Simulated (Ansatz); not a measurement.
Start from Ti₅Si₃ (space group P6_3/mcm, No. 193).

```
Ti5Si3
1.0
    7.40354     0.00000     0.00000
   -3.70177     6.41165     0.00000
    0.00000     0.00000     5.06894
Ti Si
10 6
Cartesian
  0.00000   4.27443   0.00000
  3.70177   2.13722   0.00000
  3.70177   2.13722   2.53447
  0.00000   4.27443   2.53447
  1.84793   0.00000   1.26723
  5.55561   0.00000   3.80170
  0.92397   1.60036   3.80170
  2.77780   4.81130   1.26723
 -0.92397   1.60036   1.26723
 -2.77780   4.81130   3.80170
  4.49852   0.00000   1.26723
  2.90502   0.00000   3.80170
  2.24926   3.89583   3.80170
  1.45251   2.51582   1.26723
 -2.24926   3.89583   1.26723
 -1.45251   2.51582   3.80170
```

All numbers come from PBEsol (Ansatz, a quantum-chemistry and plane-wave program), spin-orbit coupling left out.

For the base:

```
Property    Value
--------  -------
Pressure  0.0 GPa
```

Now apply this change: an isotropic linear strain of −4.05 %, atoms relaxed at fixed cell.

What happens to the largest internal atomic displacement?

The largest internal atomic displacement is 0.043 Å.

How does this affect the pressure?

The pressure (mean of the normal stresses, compression positive) goes from zero to 24.0 GPa.

Whether these cells are dynamically stable was not tested. All final runs are without spin polarisation.
